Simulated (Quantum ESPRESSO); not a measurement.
# Convergence study of the k-point mesh for Rb (Im-3m, 1 atom in the cell)

```yaml
crystal:
  lattice:
    - [-2.83347, 2.83347, 2.83347]
    - [2.83347, -2.83347, 2.83347]
    - [2.83347, 2.83347, -2.83347]
  atoms:
    - { symbol: Rb, position: [0.00000, 0.00000, 0.00000] }
```

Method: LDA (PW92), PseudoDojo standard norm-conserving (LDA) pseudopotentials (plane waves; Quantum ESPRESSO).

Base settings: ecutwfc = 45 Ry; occupations = smearing; smearing = fd; degauss = 0.0073499 Ry; potentials = {Rb: Rb.upf}; K_POINTS = automatic 8 8 8 0 0 0; conv_thr = 1e-11 Ry; mixing_beta = 0.4.

The second cell is the first with its lattice scaled by 0.98.

Only quantities that move along the ladder and can be compared are tabulated.

The count of work is k-points × plane waves × bands × iterations; it is no time. Core times come from one kind of shared machine, to one figure; runs under 30 s give none.

The starting cell has typed, rounded lattice constants, without a prior relaxation at this level. Its lattice was rescaled by up to half a per cent.

Steps (K_POINTS): automatic 2 2 2 0 0 0; automatic 3 3 3 0 0 0; automatic 4 4 4 0 0 0; automatic 5 5 5 0 0 0; automatic 6 6 6 0 0 0; automatic 7 7 7 0 0 0; automatic 8 8 8 0 0 0; automatic 9 9 9 0 0 0; automatic 10 10 10 0 0 0; automatic 11 11 11 0 0 0; automatic 16 16 16 0 0 0; automatic 20 20 20 0 0 0; automatic 24 24 24 0 0 0; automatic 27 27 27 0 0 0.

Q: What is the coarsest K_POINTS that holds the energy of the compressed cell less the first within 2 meV/atom of the last step, with all finer ones?

A: automatic 5 5 5 0 0 0, at 0.018 of the last step's count of work; the step before is off by 2.5 meV/atom.

Q: What is the coarsest K_POINTS that holds the pressure within 0.05 GPa of the last step, with all finer ones?

A: automatic 5 5 5 0 0 0, at 0.018 of the last step's count of work; the step before is off by 0.07 GPa.

Q: What is the coarsest K_POINTS that holds the free energy within 0.5 meV/atom of the last step, with all finer ones?

A: automatic 11 11 11 0 0 0, at 0.099 of the last step's count of work; the step before is off by 0.80 meV/atom.

```tsv
K_POINTS	free energy less the last step's (meV/atom)	energy of the compressed cell less the first (meV/atom)	pressure (GPa)	count of work / last	core time / last (rough)
automatic 2 2 2 0 0 0	304.28	-18.92	-0.57	0.0041	–
automatic 3 3 3 0 0 0	-81.10	-15.51	-0.53	0.0071	–
automatic 4 4 4 0 0 0	36.00	-9.36	-0.35	0.014	–
automatic 5 5 5 0 0 0	-6.72	-12.42	-0.44	0.018	–
automatic 6 6 6 0 0 0	6.13	-11.34	-0.41	0.028	–
automatic 7 7 7 0 0 0	-2.00	-12.05	-0.43	0.035	–
automatic 8 8 8 0 0 0	1.92	-11.66	-0.42	0.051	–
automatic 9 9 9 0 0 0	-1.18	-11.98	-0.43	0.062	–
automatic 10 10 10 0 0 0	0.80	-11.75	-0.42	0.083	–
automatic 11 11 11 0 0 0	-0.42	-11.93	-0.43	0.099	–
automatic 16 16 16 0 0 0	-0.02	-11.85	-0.42	0.26	0.4
automatic 20 20 20 0 0 0	-0.01	-11.86	-0.42	0.46	0.8
automatic 24 24 24 0 0 0	0.00	-11.86	-0.42	0.74	1
automatic 27 27 27 0 0 0	0.00	-11.86	-0.42	1.0	1
```

The energy difference between the two cells stays within 1 meV/atom of the last step's from automatic 5 5 5 0 0 0 on, the total only from automatic 10 10 10 0 0 0 on: much of the error is common to both cells and cancels.
